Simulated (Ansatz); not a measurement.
The (21-30) face of hcp Zr can be cut between different planes. Symmetric, stoichiometric slabs relaxed in the 1x1 cell (44.2 Å²): top plane Zr, 0.35 Å over the next in the ideal cut; top plane Zr, 0.71 Å over the next in the ideal cut.

The numbers are results of PBE (plane waves to 420 eV, PAW; Ansatz, a program for electronic structure), not measurements.

Q: Rank these by surface energy (lowest first), as PBE gives it.

A: the cut with an outer spacing of 0.35 Å (1.70 J/m²), the cut with an outer spacing of 0.71 Å (1.80 J/m²)
